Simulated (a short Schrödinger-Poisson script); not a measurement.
System: symmetric double-gate stack, Si3N4 on p-type Si(100), at 77 K.

```tsv
layer	material	thickness (nm)	Na (cm⁻³)
1	Si3N4	6.3	-
2	Si	3	2e16
3	Si3N4	6.3	-
```

The device is made up for the run: typed textbook-type constants, with dimensions and the other settings drawn at random. Si3N4: permittivity 7.5, conduction-band edge (eV) 1.95, gap (eV) 5.1, electron mass (mₑ) 0.5. Si: permittivity 11.7, conduction-band edge (eV) 0, gap (eV) 1.124, Nv at 300 K (cm⁻³) 3.1e19.

Channel valleys (confinement mass, in-plane density-of-states mass, number): Δ2 0.916, 0.19, 2; Δ4 0.19, 0.417, 4. At the gates, both at one voltage, the conduction-band edge of layer 1 lies 2.51 eV − eVg above the Fermi level of the channel. Gaps are held at their typed values at every temperature. Mesh 0.03 nm at interfaces.

Solved with a short Schrödinger-Poisson script written for these runs: 1D Poisson equation in equilibrium, electrons quantum, Hartree (BenDaniel-Duke, 12 states a valley, the channel's in-plane mass for all, wave functions ending at the dielectric), parabolic valleys, classical holes, full ionisation, no traps, pinning or gate leakage.

The same stack at other levels of the model or other numerical settings:

```csv
run,sheet density of all electrons at Vg = 2.7 V (cm⁻²),sheet density of all electrons at Vg = 0.9 V (cm⁻²),capacitance of both gates at Vg = 2.7 V (μF/cm²),rough cost against the base
base,2.39e13,3.30e12,1.90,about 1
"electrons treated as classical, Boltzmann",2.75e13,4.22e12,2.09,0.06
"electrons treated as classical, Fermi-Dirac",2.63e13,4.07e12,2.00,0.2
mesh six times as coarse,2.39e13,3.30e12,1.90,0.3
one subband a valley,2.36e13,3.30e12,1.82,0.5
```

The classical rows ignore confinement, and Boltzmann statistics overrate the density once the band edge passes the Fermi level.
